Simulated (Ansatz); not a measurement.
Consider BP in the zinc blende structure (space group F-43m, No. 216; a = 4.520 Å). Axes: x, y, z lie along the cube axes.

Modification: the cell is compressed by 5.10 % along z with no lateral relaxation, atoms relaxed at fixed cell.

Levels (all Ansatz, a program for electronic structure, PAW, earlier PAW set): PBEsol (420 eV, no spin-orbit coupling); r2SCAN (500 eV, without spin-orbit coupling).

The geometry is relaxed with PBEsol.

| Property | Value |
|---|---|
| PBEsol band gap | 0.25 eV |
| PBEsol hole mass | 0.39 mₑ along z, 0.22 mₑ across (at Γ) |
| PBEsol pressure | 9.70 GPa |

### Question
Predict the band gap, hole mass and pressure from r2SCAN.

### Answer
The band gap grows by 0.24 eV to 0.49 eV; the hole mass goes from 0.39 mₑ along z, 0.22 mₑ across (at Γ) to 0.37 mₑ along z, 0.21 mₑ across (at Γ); the pressure rises by 2.25 GPa, from 9.70 GPa to 11.95 GPa.

Single points use the geometry relaxed with PBEsol. Their cutoffs differ, which shifts pressures a little. The cells carry an imposed strain or load. Effective masses come from finite differences of ±0.01 Å⁻¹. Whether these cells are dynamically stable was not tested. A zero or small gap of BP under uniaxial strain ε_zz = −5.10 % can be the functional's error rather than a property of the material.
